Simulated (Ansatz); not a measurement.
An Ansatz (a first-principles code) run: Be with a change (biaxial strain −1.50 %, plane normal [001], relaxed out of plane); plane-wave PAW DFT at the PBE level (Ansatz, 420 eV), no SOC.

Input:

Ansatz 0.2 input:
```yaml
crystal:
  lattice:
    - [2.2287969898, 0, 0]
    - [1.1143984949, 1.930194813, 0]
    - [0, 0, 3.5931558676]
  atoms:
    - { symbol: Be, position: [0.6666666667, 0.6666666667, 0.75] }
    - { symbol: Be, position: [0.3333333333, 0.3333333333, 0.25] }
basis: { ecutwfc: 420, ecutrho_ratio: 4, xc_grid: 2, fft_grid_basis: typed }
kpoints: { mp_grid: { grid: [29, 29, 16] } }
hamiltonian:
  xc: pbe
  dispersion: none
  pseudopotentials: { kind: paw }
scf: { occupations: { method: fermi_dirac, width: 0.1 } }
relax: { f_tol: 0.005, max_steps: 50, cell: { stress_tol: 0.01, fix: [a, b, gamma] } }
output: { forces: true, stress: true }
checkpoint: { write: state.ck, write_every: 1000 }
```

Output (explanatory and most iteration lines left out):

```
Relaxation: its limit of steps is 50 (relax.max_steps)
Pseudopotential: Be, paw, valence charge 2
Crystal: 2 atoms, lattice volume = 15.458 Å³
Basis set: ecut = 420 eV, 313 PW (Γ), exchange–correlation on 30×30×50 points (8 copies of the dense FFT grid, shifted against one another)
Bands: 6, of which v1, the nominal top of the filled ones, is band 2 counted from 1 (1 counted from 0)
Symmetry: 24 space group operations
Space group: P63/mmc (ITA 194), of the structure as read, at distance tolerance 2.5e-5 Å
k-points: 765 of 13456
Functional: x = pbe(κ = 0.804, μ = 0.2195149727645171), c = pbe(β = 0.06672455060314922)
SCF iter   1: F=—  HF=-185.521927 eV  |F-HF|=—  |Δ(HF+E_count)|=         —  Δρ=1.46e-3  dr2=2.28e-4  ethr=1.77e-3  ⟨swp⟩=5.4  Hψ=39872  notcnv=0
SCF iter   2: F=—  HF=-185.521944 eV  |F-HF|=—  |Δ(HF+E_count)|=   1.76e-5  Δρ=9.06e-4  dr2=9.07e-5  ethr=5.70e-6  ⟨swp⟩=1.3  Hψ=10945  notcnv=0
SCF 1 converged in 6 iterations: F = -185.521845 eV  dr2 = 5.77e-14
relax step   1: F+E_penalty+E_count = -185.52184518 eV  Δ(F+E_penalty+E_count) = +0.000e0 eV  max|allowed force component| = 3.701e-16 eV/Å  Δτ_max = 0.0000 Å  P = +2.726 GPa  Ω = 15.458 Å³  fix = [a, b, gamma]  reactions: a +5.437, b +5.437 GPa  (6 SCF iters, dr2 threshold 1.00e-7 eV, accepted)
[... steps on the carried basis left out ...]
relax step   4: F+E_penalty+E_count = -185.52275831 eV  Δ(F+E_penalty+E_count) = +1.080e-7 eV  max|allowed force component| = 3.701e-16 eV/Å  Δτ_max = 0.0000 Å  P = +3.677 GPa  Ω = 15.353 Å³  energy of the carried Pulay correction = +2.840e-5 eV  fix = [a, b, gamma]  reactions: a +5.515, b +5.515 GPa  (2 SCF iters, dr2 threshold 3.60e-10 eV, accepted)
Crystal: 2 atoms, lattice volume = 15.353 Å³
Basis set: ecut = 420 eV, 311 PW (Γ), exchange–correlation on 30×30×48 points (8 copies of the dense FFT grid, shifted against one another)
SCF iter   1: F=—  HF=-185.522692 eV  |F-HF|=—  |Δ(HF+E_count)|=         —  Δρ=8.59e-6  dr2=2.42e-9  ethr=9.69e-10  ⟨swp⟩=3.1  Hψ=53935  notcnv=0
SCF iter   2: F=—  HF=-185.522732 eV  |F-HF|=—  |Δ(HF+E_count)|=   3.93e-5  Δρ=4.53e-6  dr2=5.55e-10  ethr=6.06e-11  ⟨swp⟩=2.0  Hψ=6206  notcnv=0
SCF 5 converged in 4 iterations: F = -185.522732 eV  dr2 = 5.03e-14
SCF converged after 4 iterations
Free energy (F): -185.522732 eV
Internal energy: -185.519320 eV  (E = F + TS)
E sigma→0 (E₀):  -185.521026 eV
Entropy (-TS):   -0.003412 eV (-1.706 meV/atom)
Fermi energy:    8.515472 eV
--- Forces (eV/Å), atoms counted from 1 ---
  atom   1  Be    -0.00000000    -0.00000000     0.00000000
  atom   2  Be     0.00000000     0.00000000     0.00000000
--- Stress (GPa, compression-positive) ---
        5.513511      -0.000000       0.000000
       -0.000000       5.513511       0.000000
        0.000000       0.000000      -0.006031
  P = ⅓ Tr σ = 3.6737 GPa (36.737 kbar)
--- Relaxed structure (4 steps of the walk, 4 accepted, 1 SCFs on fresh bases) ---
  cell:  # Å, volume = 15.3533 Å³
    - [2.2287969897739695, 2.1628393217781267e-109, 0.0]
    - [1.1143984948869847, 1.9301948130225433, 0.0]
    - [0.0, 0.0, 3.568863092233775]
  atoms:
    - { symbol: Be, position: [0.6666666666666665, 0.6666666666666666, 0.7499999999999999] }
    - { symbol: Be, position: [0.33333333333333326, 0.3333333333333333, 0.24999999999999997] }
```

No phonon test of stability was made. The cell was made from Be in the hcp (Mg type) structure (space group P6_3/mmc, No. 194) by this change: biaxial strain −1.50 %, plane normal [001], relaxed out of plane.
